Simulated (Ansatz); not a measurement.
The starting structures come from a database of crystals and need not be the phases stable at ambient conditions.

By PBEsol, the system below comes out a metal.

Data:

```
Pt
1.0
    4.39123     0.00000     0.00000
   -2.19562     3.80292     0.00000
    2.19562     1.26764     0.89636
Pt
1
Direct
  0.00000   0.00000   0.00000
```

Space group of this cell: Im-3m, bcc (W type). The cell is strained (all lengths scaled by 0.98); by PBEsol its mean pressure is 4.6 GPa.

The current flows along the normal of the first two printed cell vectors, the (111) plane of the conventional cell. No spin-orbit coupling; the value is a mean over 0.1 eV about the Fermi level.

**Question.** Predict the ballistic conductance per area from PBEsol run with Ansatz (an electronic-structure program).

**Answer.** 1.7 × 10¹⁵ S/m² for both spins.
